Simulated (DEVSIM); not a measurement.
# Schottky contact on p-type In0.53Ga0.47As

System: Schottky contact on p-type In0.53Ga0.47As, at 250 K.

| layer (left to right) | material | thickness (μm) | Na (cm⁻³) | τn (s) | τp (s) |
|---|---|---|---|---|---|
| 1 | In0.53Ga0.47As | 3.90 | 1.6e16 | 2.2e-8 | 2.2e-8 |
| 2 | In0.53Ga0.47As | 5.60 | 5.7e17 | 2.2e-8 | 2.2e-8 |

Left contact: Schottky, work function 4.75 eV, emission velocity 4.5e6 cm/s. Right contact: ohmic. Voltage is applied to the left contact. Recombination: SRH at mid-gap. Mobility is μmin + (μ − μmin)/(1 + (N/Nref)^α).

The device is made up for the run: typed textbook-type constants, with dimensions and the other settings drawn at random. Values at 300 K; Nc and Nv go as T^1.5, mobilities as T to minus their exponent, the gap by Varshni's rule with the affinity fixed.

```csv
parameter,In0.53Ga0.47As
gap (eV),0.74
affinity (eV),4.51
permittivity,13.9
Nc (cm⁻³),2.1e17
Nv (cm⁻³),7.7e18
μn (cm²/Vs),12000
μp (cm²/Vs),300
"μn,min",300
"μp,min",10
"Nref,n",1.3e17
"Nref,p",4.9e17
αn,0.48
αp,0.4
T exponent of μn,1.6
T exponent of μp,1.6
Varshni α (eV/K),0.00035
Varshni β (K),190
```

DEVSIM, 1D drift-diffusion, Boltzmann statistics, complete ionisation; no tunnelling, impact ionisation, image-force lowering or self-heating. Metal contacts follow the ideal Schottky-Mott rule: no Fermi-level pinning, no interface dipoles.

```
Item                                             Value
---------------------------------------------  -------
Potential step across the device at zero bias  0.464 V
Dark forward voltage at 1 A/cm²                0.196 V
Dark forward voltage at 100 A/cm²              0.350 V
```

Dark reverse current:

```json
[
 {"V (V)": "0.10", "J (A/cm²)": "0.00013"},
 {"V (V)": "0.25", "J (A/cm²)": "0.00014"},
 {"V (V)": "0.50", "J (A/cm²)": "0.00015"},
 {"V (V)": "0.75", "J (A/cm²)": "0.00015"},
 {"V (V)": "1.00", "J (A/cm²)": "0.00015"},
 {"V (V)": "1.50", "J (A/cm²)": "0.00016"},
 {"V (V)": "2.00", "J (A/cm²)": "0.00016"}
]
```

Dark forward current:

(V (V), J (A/cm²)): (-0.05, -0.0012); (-0.10, -0.013); (-0.15, -0.13); (-0.20, -1.2); (-0.25, -9.3); (-0.30, -41); (-0.35, -100); (-0.40, -180); (-0.45, -260); (-0.50, -340); (-0.55, -430); (-0.60, -530); (-0.65, -620); (-0.70, -710); (-0.75, -810); (-0.80, -900); (-0.85, -1000); (-0.90, -1100); (-0.95, -1200); (-1.00, -1300); (-1.05, -1400); (-1.10, -1500); (-1.15, -1600); (-1.20, -1700); (-1.25, -1800); (-1.30, -1900); (-1.35, -2000); (-1.40, -2100)
